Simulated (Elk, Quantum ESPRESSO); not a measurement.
**Equation of state of bcc W (space group 229): energy against volume (Elk, PBE)**

```xyz
1
Lattice="-1.5519 1.5519 1.5519 1.5519 -1.5519 1.5519 1.5519 1.5519 -1.5519" Properties=species:S:1:pos:R:3 pbc="T T T"
W      0.0000     0.0000     0.0000
```

Computed with PBE, all-electron FP-LAPW, Elk's shipped species files, APW+lo basis with extra local orbitals (Elk). Settings: xctype = 20; rgkmax = 8.55; stype = 3; swidth = 0.00183747 Ha; ngridk = 26 26 26; gmaxvr = 16 1/bohr; nxlo = 2; lorbcnd = true; rmtscf = 0.85; lmaxi = 2; sphere radii = {W: 2.38} bohr. The cell above is the first row's. The rows scale it uniformly. In all rows the k mesh is held. E is the free energy at the stated smearing, counted from the lowest row.

```
V (Å^3/atom)  E (meV/atom)
------------  ------------
14.951              122.30
15.276               68.36
15.601               31.08
15.926                8.84
16.251                0.00
16.576                3.58
16.901               18.18
17.226               42.81
17.551                   ?
```

Q: Using the third-order Birch-Murnaghan form, a cubic in V^(-2/3), estimate the missing E at V = 17.551 from the other rows, showing the fit.

A: With u = V^(-2/3) - 0.157, the rows have u = 0.007773, 0.005428, 0.003164, 0.000978, -0.001136, -0.003180, -0.005158, -0.007074. Least squares gives E = 3.180 + 4356.67·u + 1409299·u² + 206746·u³. Residuals (row less fit): 0.009, -0.024, 0.001, 0.051, -0.049, 0.009, 0.006, -0.001; standard error 0.038 (degrees of freedom: 4). Its minimum lies at u = -0.001546, so V0 = (0.155454)^(-3/2) = 16.32. There d²E/du² = 2817000 and d³E/du³ = 1240000, so B0 = (4/9) × 16.32^(-7/3) × 2817000 × 0.160218 = 297 GPa (the last factor turns the table's units into GPa), and B0' = 4 + (2/3) × 0.155454 × (1240000)/2817000 = 4.0. At the withheld row, u = -0.008931, so E = 3.180 + 4356.67 × (-0.008931) + 1409299 × (-0.008931)² + 206746 × (-0.008931)³ = 76.533 meV/atom. The calculation gives 76.59 meV/atom, 0.057 meV/atom above the prediction (under 0.05 % of the range of E in the table). The row lies outside the fitted rows, so this is an extrapolation. From the scatter of the fitted rows alone, a prediction at this place has a standard error of 0.092 meV/atom, so the miss is 0.6 times that.

Carrying the step between the two nearest rows on in a straight line would have given 67.44, off by 9.15; series whose last step already gives the withheld value aren't shown. The scan was laid around a cell of about the measured size, scaled by a guess for this functional. A plane-wave scan with the same functional (Quantum ESPRESSO, GBRV) gives V0 = 16.15 Å^3/atom and B0 = 304 GPa; a Birch-Murnaghan fit to all rows here lies 1.1 % from it in V0 and -2 % in B0; the two differ in basis, and may differ in potentials and mesh. Spin polarisation is off. Values depend on the basis (sphere radii, cutoffs, local orbitals), which need not be converged. Spin-orbit coupling is off. Sphere radii are the same in all rows. Cutoffs and mesh are single choices, not tested for convergence of this quantity. Series with a scatter that would blur these digits, or in which a gap closes, are not shown. Nor are scans whose minimum lies at an end fitted in this form.
